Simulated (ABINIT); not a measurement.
A self-consistent single point of ZrBrN (P1, 6 atoms in the cell) with ABINIT.

Level of theory: LDA (PW92), PAW (JTH v2.0 LDA PAW) (plane waves; ABINIT).

```
CELL_PARAMETERS angstrom
      3.61974     0.00000     0.00000
      0.00000     4.11929     0.00000
      0.00000     0.00000     9.02239
ATOMIC_POSITIONS crystal
  Zr 0.99452 0.48775 0.09433
  Zr 0.49275 0.00589 0.89976
  Br 0.98100 0.98537 0.66943
  Br 0.50911 0.51379 0.33459
  N  0.99881 0.99624 0.03194
  N  0.52381 0.51095 0.96995
```

Reference input (self-consistent single point, DFT, PBEsol, plane waves, PAW (JTH v2.0 PBE PAW, files made for PBE)): pseudos = [Zr.GGA_PBE-JTH.xml, Br.GGA_PBE-JTH.xml, N.GGA_PBE-JTH.xml]; ecut = 26 Ha; pawecutdg = 52 Ha; ixc = -116133; occopt = 1; ngkpt = 5 4 2; nshiftk = 1; shiftk = 0 0 0; potentials = JTH v2.0 PBE PAW; nband = 27; kptopt = 1; nstep = 80. This run's input differs from it in these lines:

```diff
@@ -1,4 +1,4 @@
-# ZrBrN, JTH v2.0 PBE PAW
+# ZrBrN, JTH v2.0 LDA PAW
 pp_dirpath "./"
-pseudos "Zr.GGA_PBE-JTH.xml, Br.GGA_PBE-JTH.xml, N.GGA_PBE-JTH.xml"
+pseudos "Zr.LDA_PW-JTH.xml, Br.LDA_PW-JTH.xml, N.LDA_PW-JTH.xml"
 acell 3*1.0 Angstrom
@@ -22,3 +22,3 @@
 pawecutdg 52 Ha
-ixc -116133
+ixc 7
 occopt 1
```

Its files differ too (potentials: JTH v2.0 PBE PAW → JTH v2.0 LDA PAW).

Log, with long lists cut:

```
--- !BeginCycle
solver: {iscf: 17, nstep: 80, nline: 4, wfoptalg: 10, }
tolerances: {tolvrs: 1.00E-11, }
...

     iter   Etot(hartree)      deltaE(h)  residm     nres2
 ETOT  1  -143.36596943511    -1.434E+02 8.879E-02 1.198E+02
 ETOT  2  -143.30579199312     6.018E-02 2.059E-02 7.399E+01
 ETOT  3  -143.20742373260     9.837E-02 3.270E-03 3.147E+00
 ETOT  4  -143.20682315788     6.006E-04 2.070E-03 9.180E-01
 ETOT  5  -143.20395913114     2.864E-03 7.365E-04 3.591E-02
   [... 16 lines left out ...]
 ETOT 22  -143.20375394666     5.343E-12 4.524E-05 3.288E-10
 ETOT 23  -143.20375394666    -1.876E-12 1.636E-05 1.959E-11
 ETOT 24  -143.20375394666     7.958E-13 2.400E-05 3.682E-11
 ETOT 25  -143.20375394666     9.948E-13 8.606E-06 4.355E-13
 At SCF step   25       nres2   =  4.36E-13 < tolvrs=  1.00E-11 =>converged.

 Cartesian components of stress tensor (hartree/bohr^3)
  sigma(1 1)=  1.68544121E-04  sigma(3 2)= -2.60853809E-05
  sigma(2 2)=  1.26562239E-04  sigma(3 1)= -1.46762423E-05
  sigma(3 3)=  1.62367422E-04  sigma(2 1)=  2.03458461E-06

 ----iterations are completed or convergence reached----

 reduced coordinates (array xred) for    6 atoms
       0.994520000000      0.487751000002      0.094332000002
       0.492755000000      0.005891000002      0.899755999996
       0.981002000006      0.985375000012      0.669434000004
       0.509110000000      0.513786999993      0.334593000003
       0.998805999989      0.996245000012      0.031940000000
       0.523807000006      0.510950000000      0.969945999996
 cartesian forces (eV/Angstrom) at end:
   [... lines left out ...]
 Fermi (or HOMO) energy (hartree) =   0.09170   Average Vxc (hartree)=  -0.35238
 Fermi (or HOMO) energy (eV) =   2.49529   Average Vxc (eV)=  -9.58886
   [... lines left out ...]
local_psp           : -1.96459093487423E+02
total_energy        : -1.43203754019961E+02
total_energy_eV     : -3.89677232083019E+03
...

-Cartesian components of stress tensor (GPa)         [Pressure= -4.4864E+00 GPa]
- sigma(1 1)=  4.95873841E+00  sigma(3 2)= -7.67458273E-01
- sigma(2 2)=  3.72358901E+00  sigma(3 1)= -4.31789882E-01
- sigma(3 3)=  4.77701369E+00  sigma(2 1)=  5.98595358E-02

 Calculation completed.
```

The run converged in 25 iterations. 

The starting cell comes from a database of computed structures (which also holds hypothetical and non-ambient phases and stackings), without a prior relaxation at this level. Its atoms were displaced at random from the sites of space group no. 59. With a pressure of about -4 GPa the cell is away from its equilibrium volume at this level. Forces in this geometry exceed 1 eV/Å.

These are the values that this program gave, and no reference: the one-centre exchange-correlation terms come from a truncated expansion.

Cost on one core of a shared machine: roughly 5 min.
